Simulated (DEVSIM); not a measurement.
Device: Ge p-n junction from an implanted or diffused profile, at 400 K.

```csv
layer (left to right),material,thickness (μm),Nd (cm⁻³),τn (s),τp (s)
1,Ge,7.40,1.1e16,0.00033,0.00033
```

Added acceptor profile: 2e17 cm⁻³ × exp(−(x − 0.037 μm)²/(2·(0.039 μm)²)). Left contact: ohmic. Right contact: ohmic. Voltage is applied to the left contact. Recombination: SRH at mid-gap, radiative, Auger. Mobility is constant in doping.

The device is made up for the run: typed textbook-type constants, with dimensions and the other settings drawn at random. Values at 300 K; Nc and Nv go as T^1.5, mobilities as T to minus their exponent, the gap by Varshni's rule with the affinity fixed.

```csv
parameter,Ge
gap (eV),0.664
affinity (eV),4
permittivity,16
Nc (cm⁻³),1.04e19
Nv (cm⁻³),6e18
μn (cm²/Vs),3900
μp (cm²/Vs),1900
T exponent of μn,1.66
T exponent of μp,2.33
B (cm³/s),6.4e-14
Cn (cm⁶/s),1e-31
Cp (cm⁶/s),1e-31
Varshni α (eV/K),0.000477
Varshni β (K),235
```

Simulated with DEVSIM: 1D drift-diffusion, Boltzmann statistics, complete ionisation; no tunnelling, impact ionisation, image-force lowering or self-heating.

### Question
Tabulate band edges, carrier densities and field at zero bias.

### Answer
Energies count from the Fermi level of the right contact; mesh points crowd at the junctions.

| x (μm) | Ec (eV) | Ev (eV) | n (cm⁻³) | p (cm⁻³) | field (V/cm) |
|---|---|---|---|---|---|
| 0.000 | 0.473 | -0.151 | 1.7e13 | 1.2e17 | 5600 |
| 0.01784 | 0.482 | -0.142 | 1.3e13 | 1.5e17 | 3800 |
| 0.03635 | 0.486 | -0.138 | 1.2e13 | 1.7e17 | -260 |
| 0.05805 | 0.479 | -0.145 | 1.5e13 | 1.4e17 | -6100 |
| 0.09113 | 0.444 | -0.180 | 4.1e13 | 5.0e16 | -14000 |
| 0.1158 | 0.405 | -0.219 | 1.3e14 | 1.6e16 | -16000 |
| 0.1423 | 0.363 | -0.261 | 4.3e14 | 4.8e15 | -15000 |
| 0.1758 | 0.321 | -0.303 | 1.4e15 | 1.4e15 | -10000 |
| 0.2024 | 0.297 | -0.327 | 2.9e15 | 7.1e14 | -7500 |
| 0.2316 | 0.280 | -0.345 | 4.8e15 | 4.2e14 | -4900 |
| 0.2903 | 0.261 | -0.363 | 8.3e15 | 2.4e14 | -1900 |
| 0.4683 | 0.251 | -0.373 | 1.1e16 | 1.8e14 | -67 |
| 0.7813 | 0.250 | -0.374 | 1.1e16 | 1.8e14 | ≈ 0 |
| 1.378 | 0.250 | -0.374 | 1.1e16 | 1.8e14 | ≈ 0 |
| 3.399 | 0.250 | -0.374 | 1.1e16 | 1.8e14 | ≈ 0 |
| 5.226 | 0.250 | -0.374 | 1.1e16 | 1.8e14 | ≈ 0 |
| 6.321 | 0.250 | -0.374 | 1.1e16 | 1.8e14 | ≈ 0 |
| 6.870 | 0.250 | -0.374 | 1.1e16 | 1.8e14 | ≈ 0 |
| 7.197 | 0.250 | -0.374 | 1.1e16 | 1.8e14 | ≈ 0 |
| 7.310 | 0.250 | -0.374 | 1.1e16 | 1.8e14 | ≈ 0 |
| 7.367 | 0.250 | -0.374 | 1.1e16 | 1.8e14 | ≈ 0 |
| 7.400 | 0.250 | -0.374 | 1.1e16 | 1.8e14 | ≈ 0 |
